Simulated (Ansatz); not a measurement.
Levels about the gap of amorphous Si$_{24}$O$_{51}$In$_{2}$ (77 atoms in a cell of 1163 Å³, 2.46 g/cm³; zone centre alone, so wide bands show as single levels with stretches between that a denser mesh fills), at the geometry that PBE relaxed, where it gives 0.0 GPa on a denser mesh. The participation number counts the atoms over which a state spreads; weights are charges in smoothed Voronoi cells. The levels come from a single point, so bond lengths are those of that geometry. Method of the levels: PBE, scalar-relativistic without spin-orbit coupling (Ansatz, a first-principles code). Sampling: the zone centre alone; Fermi-Dirac width 0.02 eV; no spin polarisation. At PBE the levels at the filled edge of the gap are localised (band-tail or defect states).

Preparation: random packing, a CHGNet melt and quench, and a DFT relaxation. O atoms were pushed apart under 1.9 Å during the dynamics, to hinder bonds among them. The hot cell started wider than the set density and was brought back towards it in steps. It is the lowest in DFT energy of 2 quenches. It is a model cell: composition and starting density were chosen by hand, and all elements were melted together. No dispersion term was used. Its density started from a set value of 2.47 and ended at 2.46 g/cm³. Cooling (nominally 320 K/ps over its main leg) ran many orders faster than in experiment, which tends to leave more defects and strain. A cell of this size samples the disorder only roughly. Volume and shape were free in the relaxation.

```json
[
 {"E - E(highest filled), eV": "-0.40", "filling": "filled", "participation number": "9.9", "largest on": "O, 2 neighbours", "weight O": "0.95", "weight In": "0.01", "weight Si": "0.04"},
 {"E - E(highest filled), eV": "-0.35", "filling": "filled", "participation number": "9.7", "largest on": "O, 2 neighbours", "weight O": "0.94", "weight In": "0.02", "weight Si": "0.04"},
 {"E - E(highest filled), eV": "-0.29", "filling": "filled", "participation number": "10.2", "largest on": "O, 2 neighbours", "weight O": "0.95", "weight In": "0.02", "weight Si": "0.04"},
 {"E - E(highest filled), eV": "-0.24", "filling": "filled", "participation number": "5.7", "largest on": "O, 2 neighbours", "weight O": "0.96", "weight In": "0.01", "weight Si": "0.03"},
 {"E - E(highest filled), eV": "-0.20", "filling": "filled", "participation number": "16.2", "largest on": "O, 2 neighbours", "weight O": "0.96", "weight In": "0.01", "weight Si": "0.03"},
 {"E - E(highest filled), eV": "-0.13", "filling": "filled", "participation number": "7.3", "largest on": "O, 2 neighbours", "weight O": "0.95", "weight In": "0.01", "weight Si": "0.03"},
 {"E - E(highest filled), eV": "0.00", "filling": "filled", "participation number": "4.1", "largest on": "O, 2 neighbours", "weight O": "0.95", "weight In": "0.01", "weight Si": "0.03"},
 {"E - E(highest filled), eV": "3.76", "filling": "empty", "participation number": "10.8", "largest on": "In, 3 neighbours", "weight O": "0.59", "weight In": "0.31", "weight Si": "0.10"},
 {"E - E(highest filled), eV": "4.30", "filling": "empty", "participation number": "7.9", "largest on": "In, 3 neighbours", "weight O": "0.54", "weight In": "0.40", "weight Si": "0.06"},
 {"E - E(highest filled), eV": "5.44", "filling": "empty", "participation number": "52.3", "largest on": "In, 3 neighbours", "weight O": "0.64", "weight In": "0.10", "weight Si": "0.25"},
 {"E - E(highest filled), eV": "5.96", "filling": "empty", "participation number": "12.5", "largest on": "In, 3 neighbours", "weight O": "0.58", "weight In": "0.25", "weight Si": "0.16"},
 {"E - E(highest filled), eV": "6.19", "filling": "empty", "participation number": "7.7", "largest on": "In, 3 neighbours", "weight O": "0.56", "weight In": "0.34", "weight Si": "0.09"}
]
```

Most localised among these is the filled level at +0.00 eV, on a O atom, which has 2 neighbours (Si 1.57 Å, In 1.98 Å).
